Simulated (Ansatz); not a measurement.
Fluorite PbF2 (high-temperature phase) was calculated with PBEsol-D3(BJ) in Ansatz (plane waves, PAW).

Numerical settings: plane-wave cutoff 520 eV, 10×10×10 k mesh, Fermi–Dirac smearing 0.01 eV, scalar-relativistic PAW data made under PBE.

Properties against volume:

```tsv
V (Å³/atom)	P (GPa)	direct gap at Γ (eV)	smallest gap on the k mesh (eV)
15.791	5.75	9.348	4.279
16.127	3.61	9.193	4.293
16.463	1.70	9.043	4.303
16.799	0.00	8.896	4.311
17.135	-1.52	8.753	4.316
17.471	-2.86	8.613	4.320
17.807	-4.06	8.476	4.321
```

The fundamental gap (4.30 eV at the equilibrium volume, with added k points) lies elsewhere than Γ–Γ.

Spin–orbit coupling is not included; with these elements it can move the gap by several tenths of an eV or more.

Ansatz is a program for electronic structure.
